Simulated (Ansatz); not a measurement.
The starting structures come from a database of crystals and need not be the phases stable at ambient conditions.

Inside the gap of an insulator the Bloch states are evanescent, with a wavenumber k + iκ along the transport direction.

Consider the following.

```
CuITe2
1.0
    4.72873     0.00000     0.00000
    0.00000     8.72549     0.03048
    0.00000     3.08388    11.47288
Cu Te I
4 8 4
Direct
  0.12818   0.55550   0.24734
  0.87182   0.44450   0.75266
  0.62818   0.94450   0.25266
  0.37182   0.05550   0.74734
  0.50136   0.36355   0.35887
  0.49864   0.63645   0.64113
  0.00136   0.13645   0.14113
  0.99864   0.86355   0.85887
  0.26608   0.06633   0.36315
  0.73392   0.93367   0.63685
  0.76608   0.43367   0.13685
  0.23392   0.56633   0.86315
  0.88176   0.70141   0.39207
  0.11824   0.29859   0.60793
  0.38176   0.79859   0.10793
  0.61824   0.20141   0.89207
```

Space group of this cell: P2_1/c. The cell was relaxed by PBE-D3(BJ); by r2SCAN its mean pressure is 1.5 GPa.

Transport runs along the normal of the first two printed cell vectors.

The gap is the functional's own. No spin-orbit coupling. Mid-gap values are interpolated on the energy grid.

Estimate the band gap and the smallest decay constant κ at mid-gap that r2SCAN in Ansatz (an electronic-structure program) returns for this system.

Gap 0.88 eV on a 6×4×4 mesh; κ = 0.143 1/Å, at (0.167, 0.500) of the in-plane reciprocal vectors. At the zone centre, at the nearest computed energy, the slowest state has κ = 0.19 1/Å.
